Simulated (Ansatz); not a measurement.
The parent structure is Gd in the hcp (Mg type) structure (space group P6_3/mmc, No. 194; ferromagnetic).

```
CELL_PARAMETERS angstrom
      3.63925     0.00000     0.00000
     -1.81962     3.15168     0.00000
      0.00000     0.00000     5.90920
ATOMIC_POSITIONS crystal
  Gd 0.33333 0.66667 0.75000
  Gd 0.66667 0.33333 0.25000
```

Cartesian axes are those of the cell as printed.

Computed with r2SCAN (Ansatz, an electronic-structure program), spin-orbit coupling left out.

Base values:

| Quantity | Result |
|---|---|
| Magnetic state | ferromagnetic |
| Largest site moment | 7.59 μB |
| Shortest interatomic distance | 3.626 Å |

The change: a free-standing slab of 5 layers (5 atoms, 1 a layer) is cut normal to the z axis, with 15 Å of vacuum and the in-plane cell held at bulk.

What does the calculation give for the excess energy per area of both faces, magnetic state, largest site moment, change of the spacing d12 from its bulk value of 2.955 Å and shortest interatomic distance after the change?

The excess energy per area of both faces (slab less bulk energy over the cell's area: twice a surface energy) is 1.8 J/m² (uncertain by up to 0.07 J/m²); the magnetic state is still ferromagnetic; the largest site moment rises by 0.246 μB to 7.83 μB; the change of the spacing d12 from its bulk value of 2.955 Å amounts to -3.3 %; the shortest interatomic distance drops by 0.0792 Å to 3.546 Å.

The magnetic state is the one reached from the starting moments; the real material's order can differ, and small cells can't hold many antiferromagnetic ones. The state of the 4f shell was not checked for lower solutions. Slab and bulk use different k-meshes, which limits the precision of the excess energy. Stability against distortions was not tested.
